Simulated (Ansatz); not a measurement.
Results of LDA (Ansatz, a quantum-chemistry and plane-wave program, PAW) for MgAlNO (model structure, started from the AlSiCN type, P3m1, No. 156, 4 atoms in the cell).

Input:

Ansatz 0.2 input:
```yaml
crystal:
  lattice:
    - [3.1798565994, 0.0, 0.0]
    - [-1.5899282997, 2.7538365955, 0.0]
    - [0.0, 0.0, 5.083113945]
  atoms:
    - { symbol: Al, position: [0.3333333333, 0.6666666667, 0.5027113006] }
    - { symbol: Mg, position: [0.6666666667, 0.3333333333, 1.0066069281] }
    - { symbol: O, position: [0.3333333333, 0.6666666667, 0.1412696886] }
    - { symbol: N, position: [0.6666666667, 0.3333333333, 0.5994020827] }
basis:
  ecutwfc: 520
  ecutrho_ratio: 4
  xc_grid: 2
kpoints:
  mp_grid: { grid: [12, 12, 8] }
  band_path:
    path:
      - [0.0, 0.0, 0.0]
      - [0.045455, 0.0, 0.0]
      - [0.090909, 0.0, 0.0]
      - [0.136364, 0.0, 0.0]
      - [0.181818, 0.0, 0.0]
      - [0.227273, 0.0, 0.0]
      - [0.272727, 0.0, 0.0]
      - [0.318182, 0.0, 0.0]
      - [0.363636, 0.0, 0.0]
      - [0.409091, 0.0, 0.0]
      - [0.454545, 0.0, 0.0]
      - [0.5, 0.0, 0.0]
      - [0.472222, 0.055556, 0.0]
      - [0.444444, 0.111111, 0.0]
      - [0.416667, 0.166667, 0.0]
      - [0.388889, 0.222222, 0.0]
      - [0.361111, 0.277778, 0.0]
      - [0.333333, 0.333333, 0.0]
      - [0.307692, 0.307692, 0.0]
      - [0.282051, 0.282051, 0.0]
      - [0.25641, 0.25641, 0.0]
      - [0.230769, 0.230769, 0.0]
      - [0.205128, 0.205128, 0.0]
      - [0.179487, 0.179487, 0.0]
      - [0.153846, 0.153846, 0.0]
      - [0.128205, 0.128205, 0.0]
      - [0.102564, 0.102564, 0.0]
      - [0.076923, 0.076923, 0.0]
      - [0.051282, 0.051282, 0.0]
      - [0.025641, 0.025641, 0.0]
      - [0.0, 0.0, 0.1]
      - [0.0, 0.0, 0.2]
      - [0.0, 0.0, 0.3]
      - [0.0, 0.0, 0.4]
      - [0.0, 0.0, 0.5]
      - [0.045455, 0.0, 0.5]
      - [0.090909, 0.0, 0.5]
      - [0.136364, 0.0, 0.5]
      - [0.181818, 0.0, 0.5]
      - [0.227273, 0.0, 0.5]
      - [0.272727, 0.0, 0.5]
      - [0.318182, 0.0, 0.5]
      - [0.363636, 0.0, 0.5]
      - [0.409091, 0.0, 0.5]
      - [0.454545, 0.0, 0.5]
      - [0.5, 0.0, 0.5]
      - [0.472222, 0.055556, 0.5]
      - [0.444444, 0.111111, 0.5]
      - [0.416667, 0.166667, 0.5]
      - [0.388889, 0.222222, 0.5]
      - [0.361111, 0.277778, 0.5]
      - [0.333333, 0.333333, 0.5]
      - [0.307692, 0.307692, 0.5]
      - [0.282051, 0.282051, 0.5]
      - [0.25641, 0.25641, 0.5]
      - [0.230769, 0.230769, 0.5]
      - [0.205128, 0.205128, 0.5]
      - [0.179487, 0.179487, 0.5]
      - [0.153846, 0.153846, 0.5]
      - [0.128205, 0.128205, 0.5]
      - [0.102564, 0.102564, 0.5]
      - [0.076923, 0.076923, 0.5]
      - [0.051282, 0.051282, 0.5]
      - [0.025641, 0.025641, 0.5]
      - [0.5, 0.0, 0.4]
      - [0.5, 0.0, 0.3]
      - [0.5, 0.0, 0.2]
      - [0.5, 0.0, 0.1]
      - [0.333333, 0.333333, 0.4]
      - [0.333333, 0.333333, 0.3]
      - [0.333333, 0.333333, 0.2]
      - [0.333333, 0.333333, 0.1]
    npoints: 1
hamiltonian:
  xc: lda
  dispersion: none
  pseudopotentials: { kind: paw }
scf:
  occupations: { method: fermi_dirac, width: 0.01 }
  convergence: { dr2_threshold: 0.0000000004 }
output:
  forces: true
  stress: true
  eigenvalues: true
  write_bands: true
```

Output (set-up and result lines):

```
Crystal: 4 atoms, lattice volume = 44.512 Å³
Basis set: ecut = 520 eV, 1177 PW (Γ), exchange–correlation on 48×48×80 points (8 copies of the dense FFT grid, shifted against one another)
Bands: 16, of which v1, the nominal top of the filled ones, is band 12 counted from 1 (11 counted from 0)
Symmetry: 6 space group operations
Space group: P3m1 (ITA 156), of the structure as read, at distance tolerance 3.5e-5 Å
k-points: 131 of 1152 (time reversal used)
Functional: x = slater, c = lda
SCF iter   1: F=—  HF=-3349.581669 eV  |F-HF|=—  |Δ(HF+E_count)|=         —  Δρ=1.35e-2  dr2=7.82e-2
SCF iter   2: F=—  HF=-3349.556234 eV  |F-HF|=—  |Δ(HF+E_count)|=   2.54e-2  Δρ=3.22e-3  dr2=2.75e-3
  ...
SCF iter   7: F=—  HF=-3349.554834 eV  |F-HF|=—  |Δ(HF+E_count)|=   3.45e-9  Δρ=1.56e-6  dr2=6.04e-10
SCF iter   8: F=-3349.554834 eV  HF=-3349.554834 eV  |F-HF|=3.64e-12  |Δ(HF+E_count)|=  8.50e-11  Δρ=1.34e-7  dr2=2.98e-12
SCF 1 converged in 8 iterations: F = -3349.554834 eV  dr2 = 2.98e-12
SCF converged after 8 iterations
Free energy (F): -3349.554834 eV
Internal energy: -3349.554834 eV  (E = F + TS)
E sigma→0 (E₀):  -3349.554834 eV
Fermi energy:    7.704139 eV
--- Forces (eV/Å), atoms counted from 1 ---
  atom   1  Al     0.00000000     0.00000000    -0.04362773
  atom   2  Mg    -0.00000000    -0.00000000     0.03624089
  atom   3  O      0.00000000    -0.00000000     0.03531946
  atom   4  N     -0.00000000    -0.00000000    -0.02793255
--- Stress (GPa, compression-positive) ---
       -4.861198       0.000000      -0.000000
        0.000000      -4.861198       0.000000
       -0.000000       0.000000      -4.564428
  P = ⅓ Tr σ = -4.7623 GPa (-47.623 kbar)
```

The PAW data were made under PBE.

Note: the relaxation could raise the start's symmetry but not lower it, so the cell can be a saddle point. Note: cell and atoms aren't relaxed at this level (largest force component 0.04 eV/Å, pressure -4.8 GPa).

Cost on a shared machine: about 6 core-seconds (a rough figure).

A model structure was made by putting elements into a prototype or built by hand; it is no filed structure, need not be a known phase, and can be a saddle point held by its symmetry.
